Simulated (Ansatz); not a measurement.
CsCl-type NaF (model structure), treated with r²SCAN+rVV10 (PAW; Ansatz, a program for electronic structure).

Run with plane-wave cutoff 500 eV, 12×12×12 k mesh, gaussian smearing 0.02 eV, scalar-relativistic PAW data made under PBE.

Cell (relaxed at this level):

```cif
data_FNa
_chemical_formula_sum 'Na1 F1'
_space_group_name_H-M_alt 'Pm-3m'
_space_group_IT_number 221
_space_group_name_Hall '-P 4 2 3'
_cell_length_a 2.77810
_cell_length_b 2.77810
_cell_length_c 2.77810
_cell_angle_alpha 90.000
_cell_angle_beta 90.000
_cell_angle_gamma 90.000
loop_
_atom_site_label
_atom_site_type_symbol
_atom_site_symmetry_multiplicity
_atom_site_Wyckoff_symbol
_atom_site_fract_x
_atom_site_fract_y
_atom_site_fract_z
_atom_site_occupancy
Na1 Na 1 a 0.00000 0.00000 0.00000 1
F1 F 1 b 0.50000 0.50000 0.50000 1
```

Problem. Predict the band gap.

Solution. 
- band gap = 7.10 eV (on the SCF k mesh)

Note: the relaxation could raise the start's symmetry but not lower it, so the cell can be a saddle point.

The computed numbers hold no vibrational or temperature effects.

A model structure was made by putting elements into a prototype or built by hand; it is no filed structure, need not be a known phase, and can be a saddle point held by its symmetry.
